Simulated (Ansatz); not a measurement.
Consider TiSi₂ (space group Cmcm, No. 63; a = 3.5461 Å, b = 13.5634 Å, c = 3.5798 Å). Axes: x, y, z lie along a, b, c of the conventional cell.

Computed with PBE/PAW in Ansatz (an electronic-structure program), no spin-orbit coupling.

For the base:

- Pressure = 0.0 GPa
- Band gap = zero

Now apply this change: uniaxial strain ε_yy = −0.46 %, all other strain components held at zero, atoms relaxed at fixed cell.

Q: What happens to the pressure and band gap?

A: The pressure (mean of the normal stresses, compression positive) goes from zero to 0.5 GPa; the band gap is still zero.

Stability against distortions was not tested. The final runs are not spin-polarised.
